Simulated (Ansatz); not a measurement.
Base system: AlCr2C (space group P6_3/mmc, No. 194; a = 2.812 Å, c = 12.599 Å; non-magnetic). Axes: x lies along a and z along c of the hexagonal cell.

The values are results of PBEsol in Ansatz (plane waves to 420 eV, PAW, without spin-orbit coupling), not measurements.

Before the change:

```
Property                        Result
-----------------------------  -------
Shortest interatomic distance  1.940 Å
Pressure                       0.0 GPa
Band gap                          zero
```

It is then changed as follows: compressive biaxial strain of 1.73 % in the plane normal to [001], as in epitaxy on a mismatched substrate; the out-of-plane cell vector and the atoms relax.

Q: What happens to the shortest interatomic distance, pressure and band gap?

A: The shortest interatomic distance falls by 0.011 Å, from 1.940 Å to 1.929 Å; the pressure (mean of the normal stresses, compression positive) goes from zero to 5.1 GPa; the band gap remains zero.

Without a gap, meshes like the base's 19×19×4 leave anisotropic stresses uncertain by several tenths of a GPa, and small strain energies with them. Whether these cells are dynamically stable was not tested. Seeded moments were not kept for the base. All final runs are without spin polarisation.

Ansatz is a quantum-chemistry and plane-wave program.
